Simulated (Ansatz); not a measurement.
Start from Rh in the fcc (Cu type) structure (space group Fm-3m, No. 225; a = 3.802 Å; relaxed with 0.1 eV smearing). Axes: x, y, z lie along the cube axes.

Method: r2SCAN (Ansatz, a quantum-chemistry and plane-wave program, PAW, scalar-relativistic without spin-orbit coupling).

Perturbation: an isotropic linear strain of −1.48 %; the atoms relax in the strained cell.

Problem. Predict the stress tensor and what it implies for the stiffness.

Solution. Stress of the strained cell less that of the base (GPa, compression positive):
```
   14.0     0.0     0.0
    0.0    14.0     0.0
    0.0     0.0    14.0
```

Then B = −ΔP/(ΔV/V₀) with ΔV/V₀ = -0.0437 gives secant stiffness values (nonlinear terms included at this strain): B ≈ 321 GPa.

As a check, the harmonic strain energy −½ V₀ Δσ:ε is 27 meV/atom; the computed energy rise is 25 meV/atom.

No phonon test of stability was made. All final runs are without spin polarisation.
